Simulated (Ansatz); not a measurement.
The structure below was relaxed with Ansatz (a program for electronic structure) r2SCAN, without spin-orbit coupling.

```
CELL_PARAMETERS angstrom
      6.16061    -1.72878     0.00000
      6.16061     1.72878     0.00000
     -1.80216     0.00000     7.76730
ATOMIC_POSITIONS crystal
  Sc 0.29904 0.29904 0.86029
  Sc 0.64720 0.64720 0.52798
  Y  0.97618 0.97618 0.20327
  Y  0.02382 0.02382 0.79673
  Sc 0.35280 0.35280 0.47202
  Sc 0.70096 0.70096 0.13971
```

### Question
Find the space group and the Wyckoff positions.

### Answer
Space group C2/m (No. 12); a = 12.3212 Å, b = 3.4576 Å, c = 7.9736 Å, α = 90.00°, β = 103.06°, γ = 90.00°

```
atom  site  symmetry       x       y       z
----  ----  --------  ------  ------  ------
Sc      4i         m  0.2010  0.5000  0.1397
Sc      4i         m  0.3528  0.0000  0.4720
Y       4i         m  0.0238  0.0000  0.7967
```

### Question
Describe the coordination.

### Answer
The crystal has 12 atoms in its conventional cell. Lattice parameters: a = 12.321 Å, b = 3.458 Å, c = 7.974 Å, α = γ = 90.00°, β = 103.06°. Sc1 is coordinated by 7 Sc at 3.260–3.458 Å and 5 Y at 3.313–3.540 Å (anticuboctahedral). Sc2 is surrounded by 8 Sc at 3.181–3.553 Å and 4 Y at 3.371–3.416 Å (anticuboctahedral). Y is surrounded by 9 Sc at 3.313–3.540 Å and 3 Y at 3.422–3.458 Å (anticuboctahedral). (Neighbours: up to the widest gap in distance over summed covalent radii, below 1.35, at either atom.)

These are small ordered cells, not random alloys; other orderings at the same x differ. Whether these cells are dynamically stable was not tested. The final runs are not spin-polarised. The cell was made from Y by this change: x(Sc) = 0.667, 6 atoms, C2/m. YSc2 has a high density of states at the Fermi level and may be magnetic at this level.
